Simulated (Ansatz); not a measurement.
Take BaTiO₃ in the cubic perovskite structure (space group Pm-3m, No. 221; a = 3.9699 Å) as the base.

It is then changed as follows: an isotropic linear strain of +3.45 %, atoms relaxed at fixed cell.

All numbers come from Ansatz (a program for electronic structure), PBEsol, PAW, cutoff 420 eV, no spin-orbit coupling.

Base, band edges from the VBM (valence, conduction): M -0.05, 3.68; R 0.00, 4.38; X -0.68, 1.96; Γ -0.08, 1.82 eV.

### Question
Give the band edges at the high-symmetry points of the new zone, measured from its valence-band maximum.

### Answer
```csv
point,valence edge (eV),conduction edge (eV)
Γ,-0.17,1.61
X,-0.68,1.72
M,-0.05,3.17
R,0.00,3.76
```

The gap is 1.61 eV, indirect, R → Γ.

Whether these cells are dynamically stable was not tested. All final runs are without spin polarisation. Many cubic perovskites are stable only at high temperature; tilts and polar distortions were not tested. This is not the structure that BaTiO3 has at room temperature and ambient pressure.
